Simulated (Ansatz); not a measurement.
We consider BeS (model structure, started from the wurtzite type, P6₃mc, No. 186, 4 atoms in the cell), described by PBE (plane waves, PAW; Ansatz, a first-principles code).

Settings: plane-wave cutoff 520 eV, 12×12×6 k mesh (along the axes of the cell as run), Fermi–Dirac smearing 0.01 eV, scalar-relativistic PAW data made under PBE.

The cell is the one relaxed with PBEsol. Conventional cell: a = 3.4117 Å, b = 3.4117 Å, c = 5.6250 Å, α = 90.00°, β = 90.00°, γ = 120.00°.

```
BeS
1.0
    3.41172     0.00000     0.00000
   -1.70586     2.95464     0.00000
    0.00000     0.00000     5.62504
Be S
2 2
Direct
  0.66667   0.33333   0.99956
  0.33333   0.66667   0.49956
  0.66667   0.33333   0.62564
  0.33333   0.66667   0.12564
```

Q: List the 9 lowest band energies at Γ above −25 eV (eV, relative to the valence band maximum), grouping those that round alike.

A: At Γ: -13.84, -12.23, -5.95, -1.16 (×2), -0.17, 0.00 (×2), 5.16.

Note: the relaxation could raise the start's symmetry but not lower it, so the cell can be a saddle point; cell and atoms aren't relaxed at this level (pressure 2.3 GPa).

A model structure was made by putting elements into a prototype or built by hand; it is no filed structure, need not be a known phase, and can be a saddle point held by its symmetry.
